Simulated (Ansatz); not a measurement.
System: RuSb2 (Pnnm, No. 58). Method: r²SCAN (plane waves, PAW; Ansatz, a quantum-chemistry and plane-wave program).

Numerical settings: plane-wave cutoff 560 eV, 10×8×18 k mesh (along the axes of the cell as run), Fermi–Dirac smearing 0.05 eV, no spin polarisation, scalar-relativistic PAW data made under PBE.

Computed at the level's own relaxed cell.

**Question.** Give the computed band gap, smallest direct gap on the k points sampled and direct gap at Γ.

**Answer.** 
- band gap: 0.15 eV
- smallest direct gap on the k points sampled: 0.66 eV
- direct gap at Γ: 2.59 eV

Measured, for comparison: band gap 0.29 eV (temperature not stated, no zero-point or thermal correction, indirect, transport; as tabulated in Tomczak (2018), arXiv:1802.07220).

Spin–orbit coupling is not included; it can close the smallest gap of 0.15 eV.

Static lattice: no zero-point or thermal effects.

Computing time: very roughly 5 core-minutes.
